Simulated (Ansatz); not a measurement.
Base system: GaN in the wurtzite structure (space group P6_3mc, No. 186).

```cif
data_Ga2N2
_chemical_formula_sum 'Ga2 N2'
_space_group_name_H-M_alt 'P 1'
_space_group_IT_number 1
_cell_length_a 3.15179
_cell_length_b 3.15179
_cell_length_c 5.13834
_cell_angle_alpha 90.000
_cell_angle_beta 90.000
_cell_angle_gamma 120.000
loop_
_space_group_symop_operation_xyz
  'x, y, z'
loop_
_atom_site_label
_atom_site_type_symbol
_atom_site_fract_x
_atom_site_fract_y
_atom_site_fract_z
_atom_site_occupancy
Ga1 Ga 0.33333 0.66667 0.00030 1
Ga2 Ga 0.66667 0.33333 0.50030 1
N1 N 0.33333 0.66667 0.37670 1
N2 N 0.66667 0.33333 0.87670 1
```

Calculations: Ansatz (a program for electronic structure) LDA, without spin-orbit coupling.

Before the change:

The band gap comes out as 2.13 eV.

Modification: an isotropic linear strain of −0.60 %, atoms relaxed at fixed cell.

### Question
What does the calculation give for the band gap after the change?

### Answer
The band gap goes up by 0.12 eV to 2.25 eV.

No phonon test of stability was made.
